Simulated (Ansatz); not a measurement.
Structures of equal composition on the (111) surface of fcc Al: a layer of Si in place of the second plane; a layer of Si in place of the third plane. The slabs share one bottom face, and each structure is named by its start. These are constructed structures in small cells; real faces may alloy, dewet or reconstruct in larger ones, and not all known structures of the face are among them. Slabs of about 12 Å, Fermi-Dirac smearing of 0.1 eV. Bottom of the slabs: a bare face, its two planes held. Relaxed from the named starts with such symmetry as they have, on meshes of like density; energies extrapolated to zero smearing; spin only where a row says so; no spin-orbit coupling, no U. Brackets mark spin-polarised runs, whose order is one that fits the cell.

Method: PBE (plane waves to 420 eV, PAW; Ansatz, a program for electronic structure).

Question: Order them by energy per 1x1 cell (lowest first) at the level PBE.

Answer: a layer of Si in place of the second plane (0.000 eV), a layer of Si in place of the third plane (0.032 eV)
